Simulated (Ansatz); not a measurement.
# Defect calculation: Se on the P site (broken-bond start) in zinc-blende AlP

All values below come from PBE, PAW (plane waves to 420 eV; Ansatz, a program for electronic structure). A 2×2×2 supercell of 64 sites was used; the energies come from a 2×2×2 shifted sampling of its zone. Sites at the start: the P site; started 0.95 Å off site, one bond broken. Energies of charged states are corrected for periodic images (point charge plus alignment at distant sites). Dielectric constants: PBE linear response of the host. Host gap at this level: 1.63 eV. Finite-size and sampling errors can reach tenths of an eV here. PBE underestimates the host's gap, which shifts levels and can delocalise carriers. Spin–orbit coupling is left out. Each state is the lowest found from its start.

Formation energies E_f are given with the Fermi level at the valence-band maximum. Chemical conditions: Al-rich (Δμ(P) = -1.26 eV, Δμ(Se) = -1.41 eV, bounded by Al2Se3 (Cc); only phases computed here count, gases as isolated molecules at 0 K); P-rich (Δμ(P) = 0.00 eV, Δμ(Se) = -0.56 eV, bounded by Al2Se3 (Cc); only phases computed here count, gases as isolated molecules at 0 K). Reference phases: P: black phosphorus, Se: trigonal Se.

```csv
charge,moment (μB),largest move off a lattice site (Å),image correction with alignment (eV),"E_f, Al-rich (eV)","E_f, P-rich (eV)"
+1,not spin-polarised,0.15,0.24,-0.93,-0.50
0*,1.0,0.17,–,–,–
−1*,not spin-polarised,0.19,–,–,–
```

* At this level the carrier isn't localised at the defect: at charge 0 electrons occupy the conduction band; at charge −1 electrons occupy the conduction band. Such a state is shallow or no state of the defect, and this cell gives it no level.

No other site or start that was run ended lower by more than 0.1 eV.

Flagged in the runs: a doubtful potential alignment, a strain field that reaches the edge of the cell.
